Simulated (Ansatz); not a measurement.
**SnO2: stress against strain**

SnO2 (rutile, P4_2/mnm, 11.858 Å³/atom at rest, c along z) under an equal strain ε in the (001) plane with the normal axis free, as in a coherent film. LDA in Ansatz, a plane-wave DFT program (PAW, default set), 420 eV, 7×7×10 Γ-centred mesh, Fermi-Dirac smearing 0.05 eV; ions are relaxed within the symmetry of each cell. Stress is positive for a compressed cell.

Here s stands for strain and y for stress xx.

| strain (%) | stress xx (GPa) |
|---|---|
| -1.20 | 3.92 |
| -0.60 | 1.92 |
| 0.00 | 0.00 |
| 0.60 | -1.87 |
| 1.20 | -3.65 |
| 3.00 | ? |

Fit y of the 5 rows that show it with a straight line. Means: s 0, y 0.064. About the means, the sum of products is -11.358 and the sum of squares of s is 3.6000; the slope is their ratio. Least squares gives y = 0.064 - 3.1550·s. Residuals (row less fit): 0.070, -0.037, -0.064, -0.041, 0.072; standard error 0.076 (degrees of freedom: 3). The slope gives the biaxial elastic modulus of this plane = 316 ± 4 GPa.

Question: Predict the withheld y at s = 3.00 from the fit, and compare with the calculation.

Answer: y = 0.064 - 3.1550 × 3.0 = -9.401 GPa. The calculation gives -8.46 GPa, 0.941 GPa above the prediction (7.6 % of the range of y in the table). The row lies outside the fitted rows, so this is an extrapolation. From the scatter of the fitted rows alone, a prediction at this place has a standard error of 0.146 GPa, so the miss is 6.4 times that.

One order more, fitted to all 11 runs of the series, follows each within 0.03, so the miss is the next term of a smooth law. Rows are the converged runs of the series near zero and its far end; series whose fitted rows scatter by over a few per cent of the range, as at a crossing or softening among them, aren't shown in this form. Most that stay on the fit to the last digits aren't either.
